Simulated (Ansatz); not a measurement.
What pressure −2 GPa does to TiB2

Base system: TiB$_{2}$ (space group P6/mmm, No. 191; a = 2.9939 Å, c = 3.1595 Å).

The change: a negative pressure, −2 GPa.

The values are results of DFT with LDA, PAW potentials and a 420 eV plane-wave cutoff in Ansatz (a first-principles code), without spin-orbit coupling, not measurements. Settings: 13×13×10 k-points, 0.05 eV Fermi–Dirac smearing.

| quantity | base | changed | shift |
|---|---|---|---|
| volume per atom | 8.18 Å³ | 8.24 Å³ | +0.06 Å³ |
| lattice parameter a | 2.994 Å | 3.000 Å | +0.006 Å |
| c/a ratio | 1.055 | 1.056 | +0.001 |
| shortest interatomic distance | 1.729 Å | 1.732 Å | +0.0036 Å |
| enthalpy H = E + PV relative to the base's energy | – | -0.10 eV/atom | – |
| band gap | zero | zero | – |

Final structure:

```
CELL_PARAMETERS angstrom
      3.00023     0.00000     0.00000
     -1.50012     2.59828     0.00000
      0.00000     0.00000     3.16934
ATOMIC_POSITIONS crystal
  Ti 0.00000 0.00000 0.00000
  B  0.66667 0.33333 0.50000
  B  0.33333 0.66667 0.50000
```

The mesh was chosen for an insulator and is coarse for the gapless case. Load acts through the strain it causes; cell and atoms are relaxed under it. Stability against distortions was not tested. All final runs are without spin polarisation.
